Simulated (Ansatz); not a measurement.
Consider the following.

```yaml
crystal:
  lattice:
    - [5.57970, 0.00000, 0.00000]
    - [2.78985, 4.83216, 0.00000]
    - [2.78985, -1.61072, 2.32001]
  atoms:
    - { symbol: K, position: [0.00000, 0.00000, 0.00000] }
    - { symbol: Ta, position: [0.00000, 0.50000, 0.50000] }
    - { symbol: O, position: [0.50000, 0.00000, 0.00000] }
    - { symbol: O, position: [0.00000, 0.50000, 0.00000] }
    - { symbol: O, position: [0.50000, 0.50000, 0.00000] }
```

No spin polarisation.

Level of theory: PBEsol (Ansatz, a first-principles code), scalar-relativistic without spin-orbit coupling. Settings: 8×8×8 k-points, 0.05 eV Fermi–Dirac smearing.

Problem. Predict the pressure and band gap.

Solution. 
* **Pressure (mean of the normal stresses, compression positive)**: 2.46 GPa
* **Band gap**: 2.13 eV

Spin-orbit coupling, missing from the scalar runs, can matter with Ta. The cells carry an imposed strain or load. Whether these cells are dynamically stable was not tested. The cell was made from KTaO$_{3}$ in the cubic perovskite structure (space group Pm-3m, No. 221) by this change: biaxial strain −1.00 %, plane normal [111], relaxed out of plane.
